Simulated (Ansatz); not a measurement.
The starting structures come from a database of crystals and need not be the phases stable at ambient conditions.

By PBEsol, the system below comes out a metal.

```
CELL_PARAMETERS angstrom
      5.37108     0.00000     0.00000
     -0.45481     5.35179     0.00000
      1.48716     1.61890     1.77628
ATOMIC_POSITIONS crystal
  Ti 0.00000 0.00000 0.00000
  Ti 0.66667 0.33333 0.50000
  Ti 0.33333 0.66667 0.50000
```

The cell is taken as given; by PBEsol it stands under a pressure of -3.7 GPa.

The current flows along the normal of the first two printed cell vectors, the (111) plane of the conventional cell. No spin-orbit coupling; the value is a mean over 0.1 eV about the Fermi level.

**Question.** Give the ballistic conductance per area that PBEsol (Ansatz, a quantum-chemistry and plane-wave program) yields.

**Answer.** 0.49 × 10¹⁵ S/m² for both spins.
